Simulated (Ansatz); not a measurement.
**GaN (model structure, started from the WC type, P-6m2, No. 187, 2 atoms in the cell)**

The numbers are results of r²SCAN (PAW; Ansatz, a first-principles code), not measurements.

Settings: plane-wave cutoff 560 eV, 24×24×20 k mesh (along the axes of the cell as run), Fermi–Dirac smearing 0.05 eV, scalar-relativistic PAW data made under PBE.

Cell (relaxed at this level):

Space group P-6m2 (No. 187); a = b = 2.9357 Å, c = 2.6518 Å, α = β = 90.00°, γ = 120.00°

```
atom  site  symmetry       x       y       z
----  ----  --------  ------  ------  ------
Ga      1a      -6m2  0.0000  0.0000  0.0000
N       1f      -6m2  0.6667  0.3333  0.5000
```

```yaml
band_gap: zero (no gap)
bulk_modulus: 204 GPa
```

Note: the bulk modulus is −V dP/dV from two relaxed cells at ±2 % in volume; the relaxation could raise the start's symmetry but not lower it, so the cell can be a saddle point.

Spin–orbit coupling is not included.

The computed numbers hold no vibrational or temperature effects.

A model structure was made by putting elements into a prototype or built by hand; it is no filed structure, need not be a known phase, and can be a saddle point held by its symmetry.
